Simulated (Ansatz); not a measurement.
# hcp Y (0 0 1) on 4H silicon carbide (0 0 1) (film strained to the substrate, started from cuts of the bulks and a machine-learned relaxation; slabs Si32C32 and Y12, which can lie off the formulas)

A periodic stack without vacuum, hcp Y (0 0 1) on 4H silicon carbide (0 0 1) (film strained to the substrate, started from cuts of the bulks and a machine-learned relaxation; slabs Si32C32 and Y12, which can lie off the formulas): substrate slab Si32C32, film Y12, surface cells [[0, 2], [-2, 0]] and [[-2, -1], [-1, -2]], film strained by -2.3 and -2.3 %, outermost planes C/Si and Y/Y as cut, which need not be the usual terminations and can put a slab off its formula.

The start was prepared with a machine-learned potential, and the result is one local minimum, with the in-plane cell held and forces under 0.04 eV/Å; the film can end far from its bulk form.

The numbers are results of PBE (plane waves to 420 eV, PAW; Ansatz, a quantum-chemistry and plane-wave program), not measurements. Scalar-relativistic, without spin–orbit coupling; the runs are not spin-polarised; PBE gaps are too small against experiment. Its k-point mesh 5×5×1, Fermi–Dirac width 0.05 eV.

- interface area: 33.2 Å²
- period: 31.59 Å
- heights between the nearest atoms of the two slabs at the two interfaces: 2.38 and 1.69 Å
- Si–Y contacts across the interfaces within 1.22 times the sum of covalent radii: 16, mean 3.07 Å
- C–Y contacts across the interfaces within 1.22 times the sum of covalent radii: 10, mean 2.70 Å
- estimate of the barrier: withheld, since the two interfaces are unlike

```
CELL_PARAMETERS angstrom
      6.18817     0.00005    -0.00812
      3.09412     5.35887     0.05030
      1.63464    -1.24391    31.57724
ATOMIC_POSITIONS crystal
  Si 0.96853 0.53626 0.05366
  Si 0.47575 0.53596 0.05366
  Si 0.96887 0.04318 0.05366
  Si 0.47054 0.03872 0.05517
  Si 0.91567 0.56617 0.21446
  Si 0.41556 0.56612 0.21445
  Si 0.91565 0.06607 0.21446
  Si 0.41567 0.06606 0.21434
  Si 0.10885 0.21961 0.13423
  Si 0.61063 0.21947 0.13422
  Si 0.10992 0.71903 0.13447
  Si 0.61052 0.71783 0.13422
  Si 0.22137 0.41312 0.29459
  Si 0.72123 0.41334 0.29464
  Si 0.22119 0.91320 0.29459
  Si 0.72124 0.91324 0.29461
  C  0.95102 0.54990 0.11427
  C  0.44836 0.54968 0.11427
  C  0.95124 0.04703 0.11427
  C  0.45002 0.04896 0.11472
  C  0.89482 0.57641 0.27461
  C  0.39495 0.57638 0.27460
  C  0.89469 0.07664 0.27461
  C  0.39487 0.07636 0.27453
  C  0.08892 0.22949 0.19460
  C  0.58926 0.22942 0.19460
  C  0.08906 0.72942 0.19482
  C  0.58923 0.72913 0.19460
  C  0.31302 0.36496 0.03216
  C  0.81047 0.36874 0.03600
  C  0.31367 0.86930 0.03217
  C  0.80859 0.87003 0.03219
  Si 0.86066 0.59353 0.37474
  Si 0.36022 0.59366 0.37475
  Si 0.85992 0.09409 0.37473
  Si 0.36010 0.09335 0.37473
  Si 0.81082 0.62165 0.53511
  Si 0.30510 0.62106 0.53463
  Si 0.79865 0.12700 0.53516
  Si 0.30551 0.11476 0.53516
  Si 0.99920 0.27406 0.45505
  Si 0.49791 0.27371 0.45490
  Si 0.99888 0.77581 0.45490
  Si 0.50090 0.77276 0.45488
  Si 0.13487 0.44676 0.61545
  Si 0.60793 0.49261 0.61542
  Si 0.08949 0.96540 0.61548
  Si 0.61120 0.96791 0.61556
  C  0.84063 0.60376 0.43489
  C  0.33942 0.60398 0.43493
  C  0.83852 0.10512 0.43488
  C  0.33924 0.10305 0.43488
  C  0.80083 0.63185 0.59537
  C  0.28467 0.63125 0.59416
  C  0.76742 0.14797 0.59548
  C  0.28507 0.11426 0.59547
  C  0.97839 0.28441 0.51560
  C  0.47445 0.28381 0.51519
  C  0.97795 0.78905 0.51517
  C  0.48307 0.78032 0.51517
  C  0.20068 0.42331 0.35493
  C  0.70035 0.42388 0.35496
  C  0.20015 0.92356 0.35492
  C  0.70035 0.92360 0.35497
  Y  0.65847 0.24186 0.69101
  Y  0.25373 0.05192 0.69105
  Y  0.84840 0.64745 0.69140
  Y  0.22817 0.66005 0.77885
  Y  0.89151 0.32835 0.78921
  Y  0.55777 0.99500 0.78891
  Y  0.51555 0.35269 0.87542
  Y  0.20038 0.99504 0.87551
  Y  0.87335 0.68003 0.87545
  Y  0.16287 0.69263 0.97852
  Y  0.83437 0.35702 0.96257
  Y  0.49958 0.02439 0.96775
```
